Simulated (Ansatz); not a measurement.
## InSe, pressure series

Take InSe in the beta-GaS type structure (space group P6_3/mmc, No. 194; a = 4.032 Å, c = 16.764 Å; layered, stacked along the Cartesian z axis) as the base.

Cell and atoms are relaxed at each pressure.

Levels (all Ansatz, a quantum-chemistry and plane-wave program, PAW): PBE-D3(BJ) (420 eV, scalar-relativistic without spin-orbit coupling); PBEsol-D3(BJ) (420 eV, no spin-orbit coupling).

The base cell above is that of PBE-D3(BJ); each level relaxes its own structures.

| case | lattice parameter a, PBE-D3(BJ) | lattice parameter a, PBEsol-D3(BJ) |
|---|---|---|
| pressure −1 GPa | 4.071 Å | 3.987 Å |
| pressure 0.3 GPa | 4.020 Å | 3.943 Å |
| pressure 0.7 GPa | 4.007 Å | 3.931 Å |
| pressure 1.5 GPa | 3.981 Å | ? |
| pressure 3 GPa | 3.936 Å | 3.865 Å |
| pressure 5 GPa | 3.881 Å | ? |
| pressure 7.5 GPa | 3.821 Å | ? |
| pressure 10 GPa | 3.767 Å | ? |

### Question
Some entries are withheld; estimate them.

### Answer

- pressure 1.5 GPa, lattice parameter a, PBEsol-D3(BJ): 3.907 Å
- pressure 5 GPa, lattice parameter a, PBEsol-D3(BJ): 3.814 Å
- pressure 7.5 GPa, lattice parameter a, PBEsol-D3(BJ): 3.758 Å
- pressure 10 GPa, lattice parameter a, PBEsol-D3(BJ): 3.707 Å

PBE-D3(BJ) lies above PBEsol-D3(BJ) in every row, by 0.060 Å to 0.083 Å. They put the cases in the same order.

Load acts through the strain it causes; cell and atoms are relaxed under it. Stability against distortions was not tested. Competing high-pressure phases were not computed.
